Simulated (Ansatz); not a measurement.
Consider HfO$_{2}$ in the fluorite structure (space group Fm-3m, No. 225; a = 5.058 Å). Axes: x, y, z lie along the cube axes.

All numbers come from r2SCAN (Ansatz, a program for electronic structure, PAW, no SOC).

A first run, uniaxial strain ε_yy = +0.79 %, gives secant values C11 ≈ 590 GPa and C12 ≈ 100 GPa from its stress. A second run applies uniaxial stress, 2 GPa tension along x.

### Question
What does linear elasticity predict for Young's modulus in the second run, and what does the run give?

### Answer
Linear elasticity: (C11 − C12)(C11 + 2 C12)/(C11 + C12) = 560 GPa. The run gives 560 GPa; any difference comes from nonlinear terms at these strains and numerical noise.

Stability under load was not tested beyond the relaxation. This is not the structure that HfO2 has at room temperature and ambient pressure.
